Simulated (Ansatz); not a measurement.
**Si: response to strain**

The parent structure is Si in the diamond structure (space group Fd-3m, No. 227; a = 5.434 Å). Axes: x, y, z lie along the cube axes.

Strains are applied to the cell and any free atomic positions relax; under biaxial strain the out-of-plane vector relaxes too.

Calculations: Ansatz (an electronic-structure program), PBEsol, PAW, cutoff 420 eV, spin-orbit coupling left out.

Problem. Only one of these has no band gap. Which?
A) uniaxial strain ε_xx = −5.60 %
B) strain tensor (xx, yy, zz, yz, xz, xy) = (−0.58, −0.61, −0.39, +0.95, −0.17, +0.18) %
C) biaxial strain +0.82 %, plane normal [111], relaxed out of plane
D) biaxial strain −1.09 %, plane normal [110], relaxed out of plane

Solution. A, uniaxial strain ε_xx = −5.60 %. Computed: strain tensor (xx, yy, zz, yz, xz, xy) = (−0.58, −0.61, −0.39, +0.95, −0.17, +0.18) %: 0.29 eV; biaxial strain −1.09 %, plane normal [110], relaxed out of plane: 0.30 eV; biaxial strain +0.82 %, plane normal [111], relaxed out of plane: 0.41 eV; uniaxial strain ε_xx = −5.60 %: zero

A case with no gap was solved on a k-mesh chosen for an insulator, which is coarse for it. Stability against distortions was not tested. A zero or small gap of Si under strain tensor (xx, yy, zz, yz, xz, xy) = (−0.58, −0.61, −0.39, +0.95, −0.17, +0.18) %, Si under biaxial strain −1.09 %, plane normal [110], relaxed out of plane and Si under uniaxial strain ε_xx = −5.60 % can be the functional's error rather than a property of the material.
